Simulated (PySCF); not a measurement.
PySCF 2.14.0, HF/def2-svp, df: Al(F)(Me)(OH) ([CH3][Al]([OH])[F]), 8 atoms. The geometry is a generated start, not checked to be a minimum at this level.

task: energy
method: hf
basis: def2-svp
two-electron scheme: density fitting
mol.max_memory: 3000 MB
mf.max_cycle: 100
mf.init_guess: minao (default)
mf.DIIS: CDIIS (default)
mf.diis_space: 8 (default)
mf.conv_tol: 1e-09 (default)
basis functions: 80

```xyz
8

Al    -0.3039    -0.6386     0.3376
F     -1.7492    -1.4497     0.4099
C     -0.1528     1.0016    -0.7626
H      0.7054     0.9484    -1.4300
H     -0.0142     1.8808    -0.1360
H     -1.0491     1.1531    -1.3622
O      0.9523    -1.2411     1.2027
H      1.6115    -1.6545     1.7407
```

One run each on 2 threads, 1 BLAS thread. Values of level_shift (Hartree) tried: 0 (default), 0.1, 0.3, 1.

**Question.** Which value of level_shift (Hartree) needs the fewest Fock builds, and what happens away from it?

**Answer.** Fewest Fock builds, within one of each other: 0 (default) with 12, 0.1 with 13. The count rises to 26 at 1. All converge to one solution.

| level_shift (Hartree) | Fock builds | end |
|---|---|---|
| 0 (default) | 12 | same solution |
| 0.1 | 13 | same solution |
| 0.3 | 15 | same solution |
| 1 | 26 | same solution |
